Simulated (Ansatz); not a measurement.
Subject: the formation energy of Pd_Al in Al (fcc, Fm-3m). Reaction: 63 Al (fcc) + Pd (fcc) → cell A.

Cell A: a supercell of 64 sites of Al (fcc, Fm-3m) with Pd on an Al site (12 Al at 2.84 Å); spin state with PBE: run without spin, k-point mesh 4×4×4.
```xyz
64
Lattice="11.4285 0.0000 0.0000 5.7142 9.8973 0.0000 5.7142 3.2991 9.3313" Properties=species:S:1:pos:R:3 pbc="T T T"
Al     0.0000     0.0000     0.0000
Al     1.4319     0.8267     2.3382
Al     2.8571     1.6496     4.6656
Al     4.2824     2.4724     6.9931
Al     1.4319     2.4801     0.0000
Al     2.8547     3.3067     2.3382
Al    15.7063     4.1284     4.6622
Al     5.7142     4.9525     6.9931
Al     2.8571     4.9487     0.0000
Al     4.2779     5.7717     2.3382
Al     5.7142     6.5982     4.6656
Al     7.1506     7.4247     6.9931
Al     4.2824     7.4173     0.0000
Al     5.7142     8.2440     2.3382
Al    18.5790     9.0681     4.6691
Al     8.5737     9.8897     6.9931
Al     2.8637     0.0000     0.0000
Al     4.2911     0.8189     2.3382
Al    11.4285    11.5379     4.6622
Al     7.1461     2.4724     6.9931
Al     4.2911     2.4774    -0.0073
Al     5.7142     3.2991     2.3328
Al     7.1506     4.1284     4.6622
Al     8.5626     4.9436     7.0056
Al     5.7142     4.9424    -0.0073
Al     7.1506     5.7717     2.3382
Al     8.5910     6.5982     4.6656
Al    10.0097     7.4173     6.9824
Al     7.1461     7.4173     0.0000
Al     8.5626     8.2528     2.3257
Al    10.0097     9.0556     4.6656
Al    11.4285     9.9074     7.0056
Al     5.7142     0.0000     0.0000
Al     7.1374     0.8189     2.3382
Al     8.5713     1.6496     4.6656
Al    10.0053     2.4802     6.9931
Al     7.1374     2.4774    -0.0073
Al     8.5737     3.3067     2.3382
Al    10.0097     4.1409     4.6656
Al    11.4285     4.9600     6.9824
Al     8.5713     4.9487     0.0000
Al    10.0097     5.7791     2.3488
Pd    11.4285     6.5982     4.6656
Al    12.8472     7.4173     6.9824
Al    10.0053     7.4199     0.0073
Al    11.4285     8.2364     2.3488
Al    12.8472     9.0556     4.6656
Al    14.2832     9.8897     6.9931
Al     8.5647     0.0000     0.0000
Al    15.7108    10.7240     2.3382
Al    17.1427    11.5559     4.6691
Al    12.8516     2.4802     6.9931
Al     9.9966     2.4801     0.0000
Al    11.4285     3.2891     2.3257
Al    12.8472     4.1409     4.6656
Al    14.2943     4.9436     7.0056
Al    11.4285     4.9549     0.0073
Al    12.8472     5.7791     2.3488
Al    14.2659     6.5982     4.6656
Al    15.7063     7.4247     6.9931
Al    12.8516     7.4199     0.0073
Al    14.2943     8.2528     2.3257
Al    15.7063     9.0681     4.6691
Al    17.1427     9.8973     6.9985
```

Reference: Al (fcc, Fm-3m), 64 atoms in the cell, the relaxed perfect crystal repeated, atoms not moved again, k-point mesh 4×4×4 on the run's own vectors.

Reference: Pd (fcc, Fm-3m), 1 atom in the cell, k-point mesh 26×26×26 on the run's own vectors. Conventional cell: a = b = c = 3.945 Å, α = β = γ = 90.00°.

All numbers come from Ansatz (a quantum-chemistry and plane-wave program), plane waves with PAW, its PAW set soft_1, cutoff 420 eV, 500 eV for r2SCAN. The structures are at rest with PBE, within the held lattices; other levels are single points on them. Neutral cells; Fermi-Dirac smearing of at most 0.10 eV in the solids, energies taken to zero width. The lattices are those relaxed with PBE, so at other levels the solids can be strained, which adds to the spread. Larger cells are relaxed from a start prepared with the learned potential CHGNet, on a coarser mesh till forces fall under 0.03 eV/Å, which some starts already meet. A dispersion term (D3(BJ), or D4 for r2SCAN) was computed beside these levels and is taken off wherever the name lacks it. Space groups of crystals are read within 0.01 Å. Nuclei at rest; no vibrational terms. Cells are local rest points, mostly with their start's symmetry. No correction for cell size. Mesh and cell size may move defect energies by 0.1 eV or more. Cell A has symmetry Fm-3m within 0.02 Å and got no random move, so less symmetric positions, which may lie lower, weren't tried.

Give the value at the level r2SCAN.

-1.40 eV, for 63 Al (fcc) + Pd (fcc) → cell A.

List the value at the remaining levels and say how far they part.


```tsv
Level	value (eV)	less r2SCAN
PBE	-1.47	-0.07
```

The levels shown span 0.07 eV, from PBE (-1.47) to r2SCAN (-1.40).
